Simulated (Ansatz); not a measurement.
TiAl: biaxial strain −0.52 %, plane normal [001], relaxed out of plane

Take TiAl (space group P4/mmm, No. 123; a = 2.824 Å, c = 4.075 Å; relaxed with 0.1 eV smearing) as the base. Axes: x, y, z lie along a, b, c of the conventional cell.

Perturbation: biaxial strain −0.52 %, plane normal [001], relaxed out of plane (Cartesian); in-plane vectors clamped, the third vector and the atoms free.

Computed with Kohn–Sham DFT with the PBE functional, run in Ansatz (a first-principles code) with PAW and 420 eV plane waves, no spin-orbit coupling, earlier PAW set. k-mesh 20×20×14 (Γ-centred); smearing 0.1 eV (Fermi–Dirac).

The volume per atom decreases by 0.09 Å³ to 16.16 Å³ and the space group stays P4/mmm (No. 123). The shortest interatomic distance falls by 0.015 Å, from 2.824 Å to 2.809 Å and the pressure (mean of the normal stresses, compression positive) goes from zero to 0.6 GPa. The band gap remains zero and the out-of-plane strain comes out as +0.51 %. The mean in-plane stress (compression positive) amounts to +0.9 GPa.

No phonon test of stability was made. The final runs are not spin-polarised.
